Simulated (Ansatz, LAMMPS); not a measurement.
Ge lens of 21 atoms, radius 0.65 nm, coherent in Si, 5x5x5 cubic cells at the host's lattice parameter. Cell 27.35 × 27.35 × 27.35 Å, Si979Ge21, 1000 atoms. Prepared with Tersoff's 1989 multicomponent potential (SiCGe.tersoff) in LAMMPS: minimisation. 

Basis: localised support functions (accuracy medium) on a full density matrix. k-points: zone centre alone; occupations: Fermi-Dirac, 0.010 eV; spin polarisation not allowed. Spin-orbit coupling is left out.

Problem. What energy, gap and bonding does PBE, support functions at accuracy medium on the grid of 370 eV in Ansatz (a first-principles code) give?

Solution. 
- energy over the perfect crystal(s), per atom: 1 meV/atom
- Kohn-Sham gap of the cell on its k-mesh: 0.60 eV
- weight of the highest filled level on the dot: 0.06
- weight of the lowest empty level on the dot: 0.01
- coordination (neighbours within 2.839 Å): 100.0 % 4-fold
- Ge-Ge bonds, mean ± spread: 2.444 ± 0.003 Å
- Ge-Si bonds, mean ± spread: 2.398 ± 0.002 Å
- Si-Si bonds, mean ± spread: 2.367 ± 0.002 Å
- bond angles, mean ± spread: 109.5° ± 0.4°
- pressure: 0.10 GPa
